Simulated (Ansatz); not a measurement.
ZrB2: stress against strain

ZrB2 (AlB2 type, P6/mmm, 10.076 Å³/atom at rest, c along z) under a strain ε along a direction in the basal plane (axis x), the other axes held. PBEsol in Ansatz, a plane-wave DFT program (PAW, default set), 420 eV, 21×21×17 Γ-centred mesh, Fermi-Dirac smearing 0.10 eV; ions are relaxed within the symmetry of each cell. Stress is positive for a compressed cell.

Here s stands for strain and y for stress xx.

| strain (%) | stress xx (GPa) |
|---|---|
| -1.50 | 9.22 |
| -1.00 | 6.05 |
| -0.50 | 2.98 |
| 0.00 | 0.00 |
| 0.50 | -2.90 |
| 1.00 | -5.70 |
| 1.50 | -8.41 |
| 3.00 | ? |

Taking a straight line for y over the 7 complete rows: Means: s 0, y 0.177. About the means, the sum of products is -41.135 and the sum of squares of s is 7.0000; the slope is their ratio. Least squares gives y = 0.177 - 5.8764·s. Residuals (row less fit): 0.228, -0.003, -0.135, -0.177, -0.139, -0.001, 0.228; standard error 0.186 (degrees of freedom: 5). The slope gives the elastic constant C11 = 588 ± 7 GPa.

Question: Predict the withheld y at s = 3.00 from the fit, and compare with the calculation.

Answer: y = 0.177 - 5.8764 × 3.0 = -17.452 GPa. The calculation gives -16.03 GPa, 1.422 GPa above the prediction (5.6 % of the range of y in the table). The row lies outside the fitted rows, so this is an extrapolation. From the scatter of the fitted rows alone, a prediction at this place has a standard error of 0.290 GPa, so the miss is 4.9 times that.

One order more, fitted to all 13 runs of the series, follows each within 0.01, so the miss is the next term of a smooth law. In a metal these values are sensitive to mesh and smearing; energies are taken to zero smearing, stresses follow the free energy. Rows are the converged runs of the series near zero and its far end; series whose fitted rows scatter by over a few per cent of the range, as at a crossing or softening among them, aren't shown in this form. Most that stay on the fit to the last digits aren't either.
